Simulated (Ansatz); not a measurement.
Effect of biaxial strain −0.16 %, plane normal [001], relaxed out of plane on ZrSi2

The parent structure is ZrSi2 (space group Cmcm, No. 63; a = 3.689 Å, b = 14.858 Å, c = 3.667 Å). Axes: x, y, z lie along a, b, c of the conventional cell.

It is then changed as follows: biaxial strain −0.16 %, plane normal [001], relaxed out of plane (Cartesian); in-plane vectors clamped, the third vector and the atoms free.

Calculations: plane-wave PAW DFT at the r2SCAN level (Ansatz, a quantum-chemistry and plane-wave program, 500 eV), no SOC. Γ-centred 13×13×13 mesh, Fermi–Dirac width 0.05 eV.

```json
[
 {"quantity": "volume per atom", "base": "16.75 Å³", "changed": "16.71 Å³", "shift": "-0.04 Å³"},
 {"quantity": "space group", "base": "Cmcm (No. 63)", "changed": "Cmcm (No. 63)", "shift": "–"},
 {"quantity": "shortest interatomic distance", "base": "2.393 Å", "changed": "2.393 Å", "shift": "0.000 Å"},
 {"quantity": "energy relative to the base (free energy F)", "base": "0 meV/atom", "changed": "+0.1 meV/atom", "shift": "+0.1 meV/atom"},
 {"quantity": "pressure (mean of the normal stresses, compression positive)", "base": "0.0 GPa", "changed": "0.3 GPa", "shift": "+0.3 GPa"},
 {"quantity": "band gap", "base": "zero", "changed": "zero", "shift": "–"},
 {"quantity": "out-of-plane strain (rough)", "base": "–", "changed": "+0.08 %", "shift": "–"},
 {"quantity": "mean in-plane stress (compression positive) (rough)", "base": "–", "changed": "+0.4 GPa", "shift": "–"}
]
```

Final structure (turned so that z lies along the plane normal):

```
ZrSi2
1.0
    3.68277     0.00000     0.00000
    1.84139     7.41731     0.00000
    0.00000     0.00000     3.66977
Si Zr
4 2
Direct
  0.94825   0.10351   0.75000
  0.05175   0.89649   0.25000
  0.24986   0.50029   0.75000
  0.75014   0.49971   0.25000
  0.60579   0.78843   0.75000
  0.39421   0.21157   0.25000
```

Without a gap, meshes like the base's 13×13×13 leave anisotropic stresses uncertain by several tenths of a GPa, and small strain energies with them. Whether these cells are dynamically stable was not tested. All final runs are without spin polarisation.
